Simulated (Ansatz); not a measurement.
Effect of uniaxial strain ε_zz = +2.50 % on Au

Base system: Au in the fcc (Cu type) structure (space group Fm-3m, No. 225; a = 4.0477 Å; relaxed with 0.1 eV smearing). Axes: x, y, z lie along the cube axes.

One thing is altered: the cell is stretched by 2.50 % along z with no lateral relaxation, atoms relaxed at fixed cell.

All numbers come from LDA (Ansatz, a quantum-chemistry and plane-wave program), scalar-relativistic without spin-orbit coupling. k-mesh 28×28×28 (Γ-centred); smearing 0.1 eV (Fermi–Dirac).

The volume per atom increases by 0.41 Å³ (16.58 Å³ → 16.99 Å³) and the space group changes from Fm-3m (No. 225) to I4/mmm (No. 139). The shortest interatomic distance is still 2.862 Å and the energy goes up by 6.6 meV/atom. The band gap remains zero and the stress (xx, yy, zz, yz, xz, xy; compression positive) is (-4.2, -4.2, -5.0, 0.0, 0.0, 0.0) GPa.

No phonon test of stability was made.
